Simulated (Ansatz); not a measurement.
Abridged Ansatz (an electronic-structure program) output:

```
Relaxation: its limit of steps is 60 (relax.max_steps)
Pseudopotential: Zr, paw, valence charge 12
Crystal: 3 atoms, lattice volume = 64.762 Å³
Basis set: ecut = 420 eV, 1253 PW (Γ), exchange–correlation on 72×72×48 points (8 copies of the dense FFT grid, shifted against one another)
Bands: 22, of which v1, the nominal top of the filled ones, is band 18 counted from 1 (17 counted from 0)
Symmetry: 24 space group operations
k-points: 128 of 1815
Functional: x = pbesol(κ = 0.804, μ = 0.12345679012345678), c = pbesol(β = 0.046)
SCF iter   1: F=—  HF=-12385.956997 eV  |F-HF|=—  |Δ(HF+E_count)|=         —  Δρ=9.80e-3  dr2=1.66e-1  ethr=1.77e-3  ⟨swp⟩=4.1  Hψ=10133  notcnv=0
SCF iter   2: F=—  HF=-12385.943836 eV  |F-HF|=—  |Δ(HF+E_count)|=   1.32e-2  Δρ=6.96e-3  dr2=8.89e-2  ethr=4.61e-4  ⟨swp⟩=1.0  Hψ=3840  notcnv=0
SCF 1 converged in 7 iterations: F = -12385.930363 eV  dr2 = 1.15e-8
relax step   1: F+E_penalty+E_count = -12385.93036327 eV  Δ(F+E_penalty+E_count) = +0.000e0 eV  max|allowed force component| = 7.401e-17 eV/Å  Δτ_max = 0.0000 Å  P = +3.000 GPa  Ω = 64.762 Å³  (7 SCF iters, dr2 threshold 1.00e-7 eV, accepted)
[... steps on the carried basis left out ...]
relax step   5: F+E_penalty+E_count = -12385.90271482 eV  Δ(F+E_penalty+E_count) = +1.168e-4 eV  max|allowed force component| = 7.401e-17 eV/Å  Δτ_max = 0.0000 Å  P = +5.001 GPa  Ω = 63.651 Å³  stress off target by 4.94e-3 GPa  SCF on the basis re-selected at this cell (its energy is not comparable with the rows above)  (8 SCF iters)
SCF converged after 8 iterations
Free energy (F): -12385.902715 eV
Internal energy: -12385.880474 eV  (E = F + TS)
E sigma→0 (E₀):  -12385.891595 eV
Entropy (-TS):   -0.022240 eV (-7.413 meV/atom)
Fermi energy:    15.284942 eV
--- Forces (eV/Å), atoms counted from 1 ---
  atom   1  Zr    -0.00000000     0.00000000     0.00000000
  atom   2  Zr    -0.00000000     0.00000000     0.00000000
  atom   3  Zr    -0.00000000    -0.00000000     0.00000000
--- Stress (GPa, compression-positive) ---
        4.998819       0.000000       0.000000
        0.000000       4.998819       0.000000
        0.000000       0.000000       5.004943
  P = ⅓ Tr σ = 5.0009 GPa (50.009 kbar)
--- Relaxed structure (4 steps of the walk, 3 accepted, 1 SCFs on fresh bases) ---
  cell:  # Å, volume = 63.6509 Å³
    - [4.8985433365171565, 0.0, 0.0]
    - [-2.4492716682585782, 4.242262970962842, 0.0]
    - [0.0, 0.0, 3.0629516538111217]
  atoms:
    - { symbol: Zr, position: [6.143190189768454e-36, 1.06576004807619e-35, 0.5] }
    - { symbol: Zr, position: [0.3333333333333333, 0.6666666666666666, 0.0] }
    - { symbol: Zr, position: [0.6666666666666666, 0.3333333333333333, 0.0] }
```

What was computed, and what are the main results?

Zr, 3 atoms in the cell, with DFT with PBEsol, PAW potentials and a 420 eV plane-wave cutoff in Ansatz, no SOC, from a series relaxed to a target (pressure 5 GPa). The last SCF converged to F = -12385.902715 eV, or -4128.6342 eV per atom, at a pressure of 5.00 GPa. The total energy compares only with runs of the same code, potentials and settings.

Load acts through the strain it causes; cell and atoms are relaxed under it. No phonon test of stability was made. No other phases were tried under pressure. The final runs are not spin-polarised. The cell was made from Zr (space group P6/mmm, No. 191; a cell from a computed database, its experimental status unchecked) by this change: pressure 5 GPa. This is not the structure that Zr has at room temperature and ambient pressure.

Keys are those of Ansatz 0.2.
